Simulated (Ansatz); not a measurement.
Consider MgO in the rock salt structure (space group Fm-3m, No. 225).

```
MgO
1.0
    0.00000     2.12722     2.12722
    2.12722     0.00000     2.12722
    2.12722     2.12722     0.00000
O Mg
1 1
Direct
  0.00000   0.00000   0.00000
  0.50000   0.50000   0.50000
```

Method: PBE (Ansatz, a quantum-chemistry and plane-wave program, PAW, scalar-relativistic without spin-orbit coupling), earlier PAW set.

Before the change:

* **Volume per atom**: 9.63 Å³

It is then changed as follows: C takes the place of O on all its sites, then cell and atoms are relaxed.

Question: Predict the new volume per atom.

Answer: The volume per atom rises by 2.715 Å³, from 9.63 Å³ to 12.34 Å³.

Stability against distortions was not tested. As relaxed here, MgC is a hypothetical phase, not in the database extracts checked. The final runs are not spin-polarised.
